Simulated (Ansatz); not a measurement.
Consider W2C (space group P-3m1, No. 164; a = 3.035 Å, c = 4.656 Å).

All numbers come from PBE-D3(BJ) (Ansatz, a program for electronic structure; PAW; 420 eV plane waves; scalar-relativistic without spin-orbit coupling).

Free-standing slabs (3 atom(s) a layer) normal to the stacking axis with 15 Å of vacuum; in-plane cell relaxed.

One change was made to it. Results:

The excess energy per area of both faces (slab less bulk energy over the cell's area: twice a surface energy) is 7.4 J/m² (uncertain by up to 0.1 J/m²); the in-plane lattice parameter a drops by 0.035 Å, from 3.035 Å to 3.000 Å; the shortest interatomic distance drops by 0.038 Å, from 2.117 Å to 2.079 Å.

Question: Which change produced these results?
A) 3 layers
B) 2 layers
C) 1 layer

Answer: B, 2 layers. For comparison, the in-plane lattice parameter a in the other runs: 1 layer gives 2.853 Å; 3 layers gives 3.010 Å.

Slab and bulk use different k-meshes, which limits the precision of the excess energy. Stability against distortions was not tested. The final runs are not spin-polarised.
